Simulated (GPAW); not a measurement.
Band structure of CuI (F-43m, 2 atoms in the cell).

```yaml
crystal:
  lattice:
    - [0.00000, 3.02500, 3.02500]
    - [3.02500, 0.00000, 3.02500]
    - [3.02500, 3.02500, 0.00000]
  atoms:
    - { symbol: Cu, position: [0.00000, 0.00000, 0.00000] }
    - { symbol: I, position: [0.25000, 0.25000, 0.25000] }
```

Method of the run: PBE, GPAW PAW datasets PBE (gpaw-data 1.0.1) (plane waves; GPAW).

Settings: mode = pw; ecut = 850 eV; xc = PBE; kpts = 5 5 5; mesh shift (steps) = 0 0 0; occupations.name = fermi-dirac; occupations.width = 0.01 eV; nbands = -6; convergence.forces = 0.001 eV/Å; convergence.bands = -4; symmetry.symmorphic = false; symmetry.tolerance = 0.0005; maxiter = 150; bandpath_npoints = 40.

The starting cell has typed, rounded lattice constants, without a prior relaxation at this level. Spin-orbit coupling is off.

### Question
Predict the gap along the standard path and the places of the band edges.

### Answer
The gap along the path is 1.16 eV, direct at Γ to within 0.01 eV.

Levels in eV from the top of the valence band on the SCF mesh, bands 6 to 13:
```
point      6      7      8      9    10    11    12    13
-----  -----  -----  -----  -----  ----  ----  ----  ----
Γ      -1.87   0.00   0.00   0.00  1.16  4.88  4.88  4.88
X      -1.81  -1.77  -1.50  -1.50  2.70  2.90  9.24  9.90
W      -1.91  -1.78  -1.60  -1.26  4.52  4.65  6.08  6.40
K      -1.83  -1.72  -1.51  -1.25  3.09  4.63  7.58  7.92
L      -1.83  -1.78  -0.72  -0.72  2.16  5.42  5.42  7.45
U      -1.83  -1.72  -1.51  -1.25  3.09  4.63  7.58  7.92
```
